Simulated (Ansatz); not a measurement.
Method: PBE (plane waves to 420 eV, PAW; Ansatz, an electronic-structure program).

Planar average of the electrostatic potential across the slab, in eV from the Fermi level, for a constructed model of the (111) surface of fcc Pt, (√3x√3)R30° surface alloy, Ga on one Pt site of the top plane (bottom of the slab: a bare face, its two planes held):

(z (Å), V (eV)): (3.72, 5.68); (4.01, 5.68); (4.30, 5.68); (4.58, 5.67); (4.87, 5.67); (5.16, 5.66); (5.44, 5.63); (5.73, 5.57); (6.02, 5.43); (6.30, 5.13); (6.59, 4.43); (6.88, 2.82); (7.16, -1.30); (7.45, -10.29); (7.73, -19.36); (8.02, -23.32); (8.31, -20.09); (8.59, -11.51); (8.88, -2.74); (9.17, 0.17); (9.45, -2.47); (9.74, -10.98); (10.03, -19.76); (10.31, -23.56); (10.60, -20.37); (10.89, -11.89); (11.17, -3.14); (11.46, -0.15); (11.74, -2.80); (12.03, -11.35); (12.32, -20.01); (12.60, -23.58); (12.89, -20.21); (13.18, -11.64); (13.46, -2.95); (13.75, -0.08); (14.04, -2.78); (14.32, -11.37); (14.61, -20.02); (14.90, -23.56); (15.18, -20.13); (15.47, -11.52); (15.76, -2.84); (16.04, 0.07); (16.33, -2.37); (16.61, -10.74); (16.90, -19.59); (17.19, -23.55); (17.47, -20.52); (17.76, -12.12); (18.05, -3.31); (18.33, -0.16); (18.62, -2.48); (18.91, -9.58); (19.19, -16.16); (19.48, -18.56); (19.77, -15.73); (20.05, -8.82); (20.34, -1.35); (20.62, 2.42); (20.91, 3.97); (21.20, 4.67); (21.48, 4.99); (21.77, 5.14); (22.06, 5.21); (22.34, 5.24); (22.63, 5.25); (22.92, 5.26); (23.20, 5.26); (23.49, 5.27); (23.78, 5.27)

Slab: 18 atoms, 11.4 Å thick at the start; k 9x9x1, smearing 0.1 eV, dipole-corrected; 6 atoms held, the rest relaxed; symmetry of the start imposed; no spin, no spin-orbit, no U. It is one candidate, not shown to be the stable structure of the face.

The surface cell has an area of 20.47 Å². What dipole along the normal does the step between the two vacuum levels imply?

the top vacuum level lies 0.41 eV below the bottom one; p = −ε₀ A ΔV (ε₀ = 0.005526 e/(V·Å)) gives 0.05 e·Å a cell.
